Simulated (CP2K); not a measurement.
Worked example: self-consistent single point of Sr2SeS (P1, 4 atoms in the cell) in CP2K.

Level of theory: LDA (Pade form), GPW, DZVP-MOLOPT-SR-GTH basis, GTH-PADE potentials (GTH_POTENTIALS) run with CP2K 2026.2.

The change in words: atoms moved at random. Reference geometry:
```
Sr2SeS
1.0
    7.55322     0.00000     0.00000
    6.29697     4.17124     0.00000
    6.29697     1.89645     3.71521
Sr Se S
2 1 1
Direct
  0.24718   0.24718   0.24718
  0.75282   0.75282   0.75282
  0.00000   0.00000   0.00000
  0.50000   0.50000   0.50000
```

Reference input (self-consistent single point, DFT LDA (Pade form), GPW, DZVP-MOLOPT-SR-GTH basis, GTH-PADE potentials (GTH_POTENTIALS)): CUTOFF = 500 Ry; REL_CUTOFF = 60 Ry; KPOINTS/SCHEME = MONKHORST-PACK 6 6 6; GAMMA_CENTERED = T; XC_FUNCTIONAL = PADE; Sr/BASIS_SET = DZVP-MOLOPT-SR-GTH-q10; Sr/POTENTIAL = GTH-PADE-q10; Se/BASIS_SET = DZVP-MOLOPT-SR-GTH-q6; Se/POTENTIAL = GTH-PADE-q6; S/BASIS_SET = DZVP-MOLOPT-SR-GTH-q6; S/POTENTIAL = GTH-PADE-q6; METHOD = GPW. This run's input differs from it in these lines:

```diff
@@ -66,6 +66,6 @@
       SCALED
-      Sr       0.24718000     0.24718000     0.24718000
-      Sr       0.75282000     0.75282000     0.75282000
-      Se       0.00000000     0.00000000     0.00000000
-      S        0.50000000     0.50000000     0.50000000
+      Sr       0.24950400     0.25326200     0.24427800
+      Sr       0.75152600     0.74954300     0.75855700
+      Se      -0.00101800    -0.00808600     0.00004100
+      S        0.49998700     0.50528100     0.49712400
     &END COORD
```

Output (repeated stretches shortened):

```
 SCF WAVEFUNCTION OPTIMIZATION

  Step     Update method      Time    Convergence         Total energy    Change
     1 NoMix/Diag. 0.40E+00      -     1.85444001       -81.6676281932 -8.17E+01
     2 Broy./Diag. 0.40E+00      -     0.09483367       -81.1599352533  5.08E-01
     3 Broy./Diag. 0.40E+00      -     0.03926604       -81.4431986434 -2.83E-01
     4 Broy./Diag. 0.40E+00      -     0.00426392       -81.4840648096 -4.09E-02
     5 Broy./Diag. 0.40E+00      -     0.00228532       -81.4825201822  1.54E-03
     6 Broy./Diag. 0.40E+00      -     0.00053018       -81.4852403571 -2.72E-03
     7 Broy./Diag. 0.40E+00      -     0.00009377       -81.4839857389  1.25E-03
     8 Broy./Diag. 0.40E+00      -     0.00001305       -81.4840292340 -4.35E-05
     9 Broy./Diag. 0.40E+00      -     0.00001134       -81.4840956665 -6.64E-05
    10 Broy./Diag. 0.40E+00      -     0.00000201       -81.4841233715 -2.77E-05
    11 Broy./Diag. 0.40E+00      -     0.00000050       -81.4841222933  1.08E-06
  *** SCF run converged in    11 steps ***

  Overlap energy of the core charge distribution:               0.00000000000001
  Self energy of the core charge distribution:               -161.63162369004701
  Core Hamiltonian energy:                                     35.38491012382707
  Hartree energy:                                              57.70672604947342
  Exchange-correlation energy:                                -12.94413477651335

  Total energy:                                               -81.48412229325987

                     Mulliken Population Analysis

 #  Atom  Element  Kind  Atomic population                           Net charge
       1     Sr       1          9.357658                              0.642342
       2     Sr       1          9.338014                              0.661986
   [... lines left out ...]

 STRESS| Analytical stress tensor [bar]
 STRESS|                        x                   y                   z
 STRESS|      x       -3.06625939896E+04   8.91828270254E+01  -2.62649781109E+02
 STRESS|      y        8.91828270254E+01  -2.91346460044E+04  -4.06526291224E+02
 STRESS|      z       -2.62649781109E+02  -4.06526291224E+02  -3.04414097877E+04
 STRESS| 1/3 Trace                                            -3.00795499272E+04
```

The run converged in 11 iterations. Against the reference run the free energy goes up by 5.1 meV/atom, the pressure moves little (-3.09 to -3.01 GPa), the largest force goes from 0.034 to 0.400 eV/Å and the gap on the mesh goes from 2.525 to 2.554 eV.

The starting cell comes from a database of computed structures (which also holds hypothetical and non-ambient phases and stackings), without a prior relaxation at this level. For this run, on top of that: atoms moved at random. Values carry the incompleteness of an atom-centred basis. With a pressure of about -3 GPa the cell is away from its equilibrium volume at this level.
